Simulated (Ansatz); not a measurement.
The starting structures come from a database of crystals and need not be the phases stable at ambient conditions.

 Where the default PAW files enter, the runs use the earlier of Ansatz's two default sets.

By PBEsol, the system below comes out a metal.

Data:

```xyz
2
Lattice="2.7562 0.0000 0.0000 0.0000 4.7695 0.0000 1.3781 0.0000 2.3869" Properties=species:S:1:pos:R:3 pbc="T T T"
Al     2.7562     1.1924     1.5913
Al     1.3781     3.5771     0.7956
```

Space group of this cell: P6_3/mmc, hcp (Mg type). The cell is strained (all lengths scaled by 0.98); by PBEsol its mean pressure is 3.7 GPa.

The current flows along the normal of the first two printed cell vectors, the (100) plane of the conventional cell. No spin-orbit coupling; the value is a mean over 0.1 eV about the Fermi level.

Q: Compute, with PBEsol in Ansatz (a program for electronic structure), the ballistic conductance per area.

A: 1.5 × 10¹⁵ S/m² for both spins.
